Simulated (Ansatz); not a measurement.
An Ansatz (a program for electronic structure) run: KTaO3 with a change (tensor shear ε_xy = +1.67 %); PBEsol in Ansatz (plane waves to 420 eV, PAW, no spin-orbit coupling).

Input:

Ansatz 0.2 input:
```yaml
crystal:
  lattice:
    - [3.9852971453, 0.0665544623, 0]
    - [0.0665544623, 3.9852971453, 0]
    - [0, 0, 3.9852971453]
  atoms:
    - { symbol: K, position: [0, 0, 0] }
    - { symbol: Ta, position: [0.5, 0.5, 0.5] }
    - { symbol: O, position: [0.5, 0, 0.5] }
    - { symbol: O, position: [0, 0.5, 0.5] }
    - { symbol: O, position: [0.5, 0.5, 0] }
basis: { ecutwfc: 420, ecutrho_ratio: 4, xc_grid: 2, fft_grid_basis: typed }
kpoints: { mp_grid: { grid: [8, 8, 8] } }
hamiltonian:
  xc: pbesol
  dispersion: none
  pseudopotentials: { kind: paw }
scf: { occupations: { method: fermi_dirac, width: 0.05 }, convergence: { dr2_threshold: 0.0000000005 } }
relax: { f_tol: 0.005, max_steps: 50 }
output: { forces: true, stress: true }
checkpoint: { write: state.ck, write_every: 1000 }
```

Output (explanatory and most iteration lines left out):

```
Relaxation: its limit of steps is 50 (relax.max_steps)
Pseudopotential: K, paw, valence charge 9
Pseudopotential: Ta, paw, valence charge 13
Pseudopotential: O, paw, valence charge 6
Crystal: 5 atoms, lattice volume = 63.279 Å³
Basis set: ecut = 420 eV, 1241 PW (Γ), exchange–correlation on 54×54×54 points (8 copies of the dense FFT grid, shifted against one another)
Bands: 25, of which v1, the nominal top of the filled ones, is band 20 counted from 1 (19 counted from 0)
Symmetry: 8 space group operations
Space group: Cmmm (ITA 65), of the structure as read, at distance tolerance 4.0e-5 Å
k-points: 105 of 512
Functional: x = pbesol(κ = 0.804, μ = 0.12345679012345678), c = pbesol(β = 0.046)
SCF iter   1: F=—  HF=-13011.088405 eV  |F-HF|=—  |Δ(HF+E_count)|=         —  Δρ=1.73e-2  dr2=1.65e-1  ethr=1.77e-3  ⟨swp⟩=6.2  Hψ=13047  notcnv=0
SCF iter   2: F=—  HF=-13011.052086 eV  |F-HF|=—  |Δ(HF+E_count)|=   3.63e-2  Δρ=4.71e-3  dr2=1.01e-2  ethr=4.12e-4  ⟨swp⟩=2.1  Hψ=5076  notcnv=0  defer=94
SCF 1 converged in 9 iterations: F = -13011.050388 eV  dr2 = 7.19e-11
relax step   1: F+E_penalty+E_count = -13011.05038799 eV  Δ(F+E_penalty+E_count) = +0.000e0 eV  max|allowed force component| = 1.742e-28 eV/Å  Δτ_max = 0.0000 Å  (9 SCF iters, accepted)
SCF converged after 9 iterations
Free energy (F): -13011.050388 eV
Internal energy: -13011.050388 eV  (E = F + TS)
E sigma→0 (E₀):  -13011.050388 eV
Fermi energy:    9.771868 eV
--- Forces (eV/Å), atoms counted from 1 ---
  atom   1  K      0.00000000     0.00000000     0.00000000
  atom   2  Ta     0.00000000     0.00000000     0.00000000
  atom   3  O     -0.00000000     0.00000000     0.00000000
  atom   4  O      0.00000000    -0.00000000     0.00000000
  atom   5  O      0.00000000     0.00000000     0.00000000
--- Stress (GPa, compression-positive) ---
        0.045477      -3.335737       0.000000
       -3.335737       0.045477       0.000000
        0.000000       0.000000       0.030890
  P = ⅓ Tr σ = 0.0406 GPa (0.406 kbar)
--- Relaxed structure (1 steps of the walk, 1 accepted, 0 SCFs on fresh bases) ---
  atoms:
    - { symbol: K, position: [0.0, 0.0, 0.0] }
    - { symbol: Ta, position: [0.4999999999999999, 0.4999999999999999, 0.4999999999999999] }
    - { symbol: O, position: [0.49999999999999994, 0.0, 0.4999999999999999] }
    - { symbol: O, position: [0.0, 0.49999999999999994, 0.4999999999999999] }
    - { symbol: O, position: [0.4999999999999999, 0.4999999999999999, 0.0] }
```

With Ta present, leaving out spin-orbit coupling can change the band edges. The cells carry an imposed strain or load. Stability against distortions was not tested. The cell was made from KTaO$_{3}$ in the cubic perovskite structure (space group Pm-3m, No. 221) by this change: tensor shear ε_xy = +1.67 %.
